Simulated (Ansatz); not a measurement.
The parent structure is Ag in the fcc (Cu type) structure (space group Fm-3m, No. 225; a = 4.0538 Å; relaxed with 0.1 eV smearing). Axes: x, y, z lie along the cube axes.

The values are results of PBEsol (Ansatz, a quantum-chemistry and plane-wave program, PAW, scalar-relativistic without spin-orbit coupling), not measurements.

Strains are applied to the cell and any free atomic positions relax; under biaxial strain the out-of-plane vector relaxes too.

One change was made to it. Results:

The pressure goes from zero to -9.6 GPa; the energy goes up by 67 meV/atom.

Question: What was done to the base?
A. isotropic strain +3.79 %
B. strain tensor (xx, yy, zz, yz, xz, xy) = (−0.45, +0.56, −1.12, −0.63, +0.49, +1.26) %
C. biaxial strain +1.25 %, plane normal [001], relaxed out of plane

Answer: A, isotropic strain +3.79 %. For comparison, the energy relative to the base in the other runs: biaxial strain +1.25 %, plane normal [001], relaxed out of plane gives +1.4 meV/atom; strain tensor (xx, yy, zz, yz, xz, xy) = (−0.45, +0.56, −1.12, −0.63, +0.49, +1.26) % gives +3.5 meV/atom.

Stability against distortions was not tested.
